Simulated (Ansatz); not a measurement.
**TiB2: energy against strain**

TiB2 (AlB2 type, P6/mmm, 8.371 Å³/atom at rest, c along z) under an equal strain ε in the (0001) plane with the normal axis free, as in a coherent film. PBEsol in Ansatz, a plane-wave DFT program (PAW, default set), 420 eV, 13×13×10 Γ-centred mesh, Fermi-Dirac smearing 0.05 eV; ions are relaxed within the symmetry of each cell.

Here s stands for strain and y for E less E0.

| strain (%) | E less E0 (meV/atom) |
|---|---|
| -3.00 | ? |
| -1.50 | 8.34 |
| -1.00 | 3.65 |
| -0.50 | 0.89 |
| 0.00 | 0.00 |
| 0.50 | 0.90 |
| 1.00 | 3.50 |
| 1.50 | 7.78 |

Fit y of the 7 rows that show it with a parabola. Least squares gives y = -0.002 - 0.1407·s + 3.5824·s². Residuals (row less fit): 0.071, -0.071, -0.074, 0.002, 0.077, 0.060, -0.067; standard error 0.086 (degrees of freedom: 4). Twice the quadratic coefficient over the volume, 2 × 3.5824 meV × 10⁴ × 0.1602 / 8.371 Å³, is twice the biaxial elastic modulus of this plane = 1371 ± 14 GPa.

Task: What does the fit predict for y at s = -3.00, and how far is the calculated value from it?

Result: y = -0.002 - 0.1407 × (-3.0) + 3.5824 × (-3.0)² = 32.662 meV/atom. The calculation gives 34.78 meV/atom, 2.118 meV/atom above the prediction (6.1 % of the range of y in the table). The row lies outside the fitted rows, so this is an extrapolation. From the scatter of the fitted rows alone, a prediction at this place has a standard error of 0.329 meV/atom, so the miss is 6.4 times that.

One order more, fitted to all 13 runs of the series, follows each within 0.06, so the miss is the next term of a smooth law. In a metal these values are sensitive to mesh and smearing; energies are taken to zero smearing, stresses follow the free energy. Rows are the converged runs of the series near zero and its far end; series whose fitted rows scatter by over a few per cent of the range, as at a crossing or softening among them, aren't shown in this form. Most that stay on the fit to the last digits aren't either.
